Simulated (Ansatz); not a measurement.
## BN (model structure, Pm-3m, No. 221, 2 atoms in the cell)

These are r²SCAN+rVV10 (plane waves, PAW; Ansatz, an electronic-structure program) values and carry that method's errors.

Numerical settings: plane-wave cutoff 560 eV, 26×26×26 k mesh, Fermi–Dirac smearing 0.05 eV, scalar-relativistic PAW data made under PBE.

Cell (relaxed at this level):

```
CELL_PARAMETERS angstrom
      2.31097     0.00000     0.00000
      0.00000     2.31097     0.00000
      0.00000     0.00000     2.31097
ATOMIC_POSITIONS crystal
  B  0.00000 0.00000 0.00000
  N  0.50000 0.50000 0.50000
```

For BN (model structure, Pm-3m, No. 221, 2 atoms in the cell), the band gap is none.

Note: the relaxation could raise the start's symmetry but not lower it, so the cell can be a saddle point.

Static lattice: no zero-point or thermal effects.

Cost on a shared machine: very roughly 70 core-seconds.

A model structure was made by putting elements into a prototype or built by hand; it is no filed structure, need not be a known phase, and can be a saddle point held by its symmetry.
